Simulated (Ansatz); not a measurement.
## Pressure series in hypothetical CsCl type LaAs

Base system: LaAs in the CsCl type structure (space group Pm-3m, No. 221; a = 3.7443 Å; a hypothetical phase, not in the database extracts checked).

Cell and atoms are relaxed at each pressure.

Levels (all Ansatz, a first-principles code, PAW): PBE (420 eV, spin-orbit coupling left out); r2SCAN (500 eV, no SOC).

The base cell above is that of PBE; each level relaxes its own structures.

| case | lattice parameter a, PBE | lattice parameter a, r2SCAN |
|---|---|---|
| pressure −2 GPa | 3.785 Å | 3.781 Å |
| pressure −1 GPa | 3.764 Å | … |
| pressure 0.9 GPa | 3.728 Å | … |
| pressure 2.1 GPa | 3.707 Å | 3.709 Å |
| pressure 4.5 GPa | 3.670 Å | … |
| pressure 9 GPa | 3.611 Å | … |
| pressure 15 GPa | 3.546 Å | 3.555 Å |
| pressure 22.5 GPa | 3.480 Å | 3.491 Å |
| pressure 30 GPa | 3.425 Å | 3.438 Å |

**Question.** What belongs in the blanks?

**Answer.** 
- pressure −1 GPa, lattice parameter a, r2SCAN: 3.762 Å
- pressure 0.9 GPa, lattice parameter a, r2SCAN: 3.728 Å
- pressure 4.5 GPa, lattice parameter a, r2SCAN: 3.674 Å
- pressure 9 GPa, lattice parameter a, r2SCAN: 3.617 Å

The two levels differ by at most about 0.013 Å. They put the cases in the same order.

Load acts through the strain it causes; cell and atoms are relaxed under it. Stability against distortions was not tested. No other phases were tried under pressure. All final runs are without spin polarisation.
